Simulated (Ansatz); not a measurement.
Relaxation of the outer planes of the (001) surface of litharge SnO in its 1x1 cell (cut with top plane Sn, bottom plane Sn), outermost plane spacing 1.16 Å in the ideal cut.

Level of theory: PBE with D3(BJ) dispersion (plane waves to 420 eV, PAW; Ansatz, a program for electronic structure).

Set-up: 12 atoms, O6Sn6, 11.8 Å thick at the start; mesh 7x7x1; 0.025 eV smearing; dipole correction on; all atoms relaxed; held to the start's symmetry, so lower structures may exist; no spin, no spin-orbit, no U.

```
plane  atoms  bulk spacing to the next (Å)  relaxed spacing (Å)  change (%)  rumpling (Å)
-----  -----  ----------------------------  -------------------  ----------  ------------
1         Sn                         1.160                1.170         0.9          0.00
2        2 O                         1.160                1.167         0.7          0.00
```
